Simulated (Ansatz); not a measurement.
**BiPt, response to strain**

Consider BiPt in the NiAs type structure (space group P6_3/mmc, No. 194; relaxed with 0.1 eV smearing).

```xyz
4
Lattice="4.3610 0.0000 0.0000 -2.1805 3.7768 0.0000 0.0000 0.0000 5.4928" Properties=species:S:1:pos:R:3 pbc="T T T"
Bi     0.0000     2.5178     1.3732
Bi     2.1805     1.2589     4.1196
Pt     0.0000     0.0000     2.7464
Pt     0.0000     0.0000     0.0000
```

Cartesian axes are those of the cell as printed.

Strains are applied to the cell and any free atomic positions relax; under biaxial strain the out-of-plane vector relaxes too; under stress the whole cell relaxes.

Calculations: PBEsol (Ansatz, a quantum-chemistry and plane-wave program; PAW; 420 eV plane waves; no spin-orbit coupling).

Notes on the quantities. pressure: mean of the normal stresses, compression positive; energy relative to the base: free energy F.

```tsv
variant	pressure	shortest interatomic distance	energy relative to the base
base	0.0 GPa	2.746 Å	0 meV/atom
biaxial strain +0.91 %, plane normal [001], relaxed out of plane	-1.2 GPa	2.728 Å	–
isotropic strain +0.41 %	-1.5 GPa	2.758 Å	+1.3 meV/atom
isotropic strain +1.75 %	-5.6 GPa	2.794 Å	+22 meV/atom
uniaxial strain ε_xx = −4.34 %	5.8 GPa	2.746 Å	+22 meV/atom
uniaxial strain ε_zz = −0.63 %	0.9 GPa	2.729 Å	+0.6 meV/atom
uniaxial stress, 3 GPa tension along z	–	2.805 Å	+4.8 meV/atom
```

Beyond what the load breaks, stability against distortions was not tested. All final runs are without spin polarisation.
